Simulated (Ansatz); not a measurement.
**Response to strain in Os**

The reference is Os in the hcp (Mg type) structure (space group P6_3/mmc, No. 194; a = 2.7543 Å, c = 4.3474 Å; relaxed with 0.1 eV smearing). Axes: x lies along a and z along c of the hexagonal cell.

Strains are applied to the cell and any free atomic positions relax; under biaxial strain the out-of-plane vector relaxes too.

Level of theory: PBE (Ansatz, a first-principles code, PAW, no spin-orbit coupling).

Notes on the quantities. in-plane stress: mean in-plane stress (compression positive).

```tsv
case	in-plane stress	volume per atom
base	–	14.28 Å³
biaxial strain −2.50 %, plane normal [001], relaxed out of plane	+24.3 GPa	13.76 Å³
biaxial strain −2.00 %, plane normal [001], relaxed out of plane	+18.9 GPa	13.86 Å³
biaxial strain −1.50 %, plane normal [001], relaxed out of plane	+13.7 GPa	13.97 Å³
biaxial strain −1.00 %, plane normal [001], relaxed out of plane	+8.9 GPa	14.07 Å³
biaxial strain −0.50 %, plane normal [001], relaxed out of plane	+4.3 GPa	14.18 Å³
biaxial strain +1.00 %, plane normal [001], relaxed out of plane	-7.8 GPa	14.49 Å³
biaxial strain +1.50 %, plane normal [001], relaxed out of plane	-11.3 GPa	14.59 Å³
biaxial strain +2.00 %, plane normal [001], relaxed out of plane	-14.6 GPa	14.70 Å³
biaxial strain +2.50 %, plane normal [001], relaxed out of plane	-17.7 GPa	14.80 Å³
```

Whether these cells are dynamically stable was not tested. The final runs are not spin-polarised.
